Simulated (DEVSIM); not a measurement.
Device: illuminated GaAs p-on-n cell, one wavelength, at 300 K.

```
layer (left to right)  material  thickness (μm)  Nd (cm⁻³)  Na (cm⁻³)   τn (s)   τp (s)  absorption coefficient (cm⁻¹)
---------------------  --------  --------------  ---------  ---------  -------  -------  -----------------------------
1                          GaAs           0.210          -       9e17  4.1e-11  1.6e-10                          13000
2                          GaAs            1.60     1.5e15          -   1.1e-9   1.1e-9                          13000
```

Left contact: ohmic, minority electron recombination velocity 2e6 cm/s. Right contact: ohmic, minority hole recombination velocity 1e5 cm/s. Voltage is applied to the left contact. Recombination: SRH at mid-gap, radiative, Auger. Light enters at the left, 1.8e17 photons cm⁻² s⁻¹, one pass, no reflection. Mobility is constant in doping. Where it depends on doping, it is μmin + (μ − μmin)/(1 + (N/Nref)^α).

The device is made up for the run: typed textbook-type constants, with dimensions and the other settings drawn at random. Values at 300 K; Nc and Nv go as T^1.5, mobilities as T to minus their exponent, the gap by Varshni's rule with the affinity fixed. The table also holds parameters that only a changed run uses.

| parameter | GaAs |
|---|---|
| gap (eV) | 1.424 |
| affinity (eV) | 4.07 |
| permittivity | 12.9 |
| Nc (cm⁻³) | 4.7e17 |
| Nv (cm⁻³) | 9e18 |
| μn (cm²/Vs) | 8500 |
| μp (cm²/Vs) | 400 |
| μn,min | 500 |
| μp,min | 20 |
| Nref,n | 6e16 |
| Nref,p | 1.5e17 |
| αn | 0.39 |
| αp | 0.38 |
| T exponent of μn | 2.1 |
| T exponent of μp | 2.2 |
| B (cm³/s) | 2e-10 |
| Cn (cm⁶/s) | 1e-30 |
| Cp (cm⁶/s) | 1e-30 |
| Varshni α (eV/K) | 0.000541 |
| Varshni β (K) | 204 |

DEVSIM, 1D drift-diffusion, Boltzmann statistics, complete ionisation; no tunnelling, impact ionisation, image-force lowering or self-heating.

Base results: potential step across the device at zero bias (V) 1.216; largest field in the device at zero bias (V/cm) 52000; open-circuit voltage (V) 0.823; share of generated pairs collected at short circuit 0.944.

### Question
What follows from this one change: doping Na of layer 1 9e+17 → 2.7e+17 cm^-3?

### Answer
potential step across the device at zero bias 1.216 → 1.185 V; largest field in the device at zero bias 52000 → 32000 V/cm; open-circuit voltage little changed (0.822 V); share of generated pairs collected at short circuit little changed (0.944).

### Question
What follows from this one change: recombination velocity at the left contact 2e+06 → 100000 cm/s?

### Answer
potential step across the device at zero bias little changed (1.216 V); largest field in the device at zero bias little changed (52000 V/cm); open-circuit voltage little changed (0.824 V); share of generated pairs collected at short circuit 0.944 → 0.963.

### Question
What follows from this one change: doping-dependent mobility in place of the constant one?

### Answer
potential step across the device at zero bias little changed (1.216 V); largest field in the device at zero bias little changed (52000 V/cm); open-circuit voltage little changed (0.821 V); share of generated pairs collected at short circuit 0.944 → 0.906.
